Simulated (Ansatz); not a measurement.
Lu (P6_3/mmc), PBEsol, DFPT electron-phonon coupling, linearised Boltzmann equation run with Ansatz (a first-principles code): phonon-limited resistivity 52.7 μΩ·cm at 300 K along y (a = (3.44, 0.00, 0.00) Å; b = (-1.72, 2.98, 0.00) Å; c = (0.00, 0.00, 5.34) Å), 70.9 μΩ·cm at 400 K, current-weighted mean free path 2.8 nm, Drude plasma energy 3.73 eV.

Problem. Estimate the resistivity of a 40 nm square wire with diffuse walls from ρ ≈ ρ₀(1 + 3ℓ/4d).

Solution. 1 + 0.75 × 2.8/40 = 1.05, so ρ ≈ 55.5 μΩ·cm and a line 1 μm long has 347 Ω. The formula is the free-electron limit for d well above ℓ; grain boundaries add to it.

Problem. What Drude relaxation time do resistivity and plasma energy imply?

Solution. ω_p = 5.67e15 s⁻¹, so τ = 1/(ε₀ ω_p² ρ) = 6.67 fs, a damping ħ/τ of 98.6 meV.

Problem. What is the classical skin depth at 1 GHz (nonmagnetic, μ₀ = 1.257×10⁻⁶ H/m)?

Solution. δ = √(ρ/(π f μ₀)) = 11600 nm.

A metal at this level (no band gap). Only scattering by harmonic phonons is included (no impurities, grain boundaries, electron-electron scattering or thermal expansion). Spin-orbit coupling is left out, which matters with elements this heavy. The run warned that the eigensolver left some states short of its tolerance. Halving the electron mesh (28x28x16) moves the resistivity by up to 5 % at 300 K, the mean free path by up to 4 %. Smearing 0.20 eV; phonons on a 5x5x3 q mesh, which this run doesn't test.
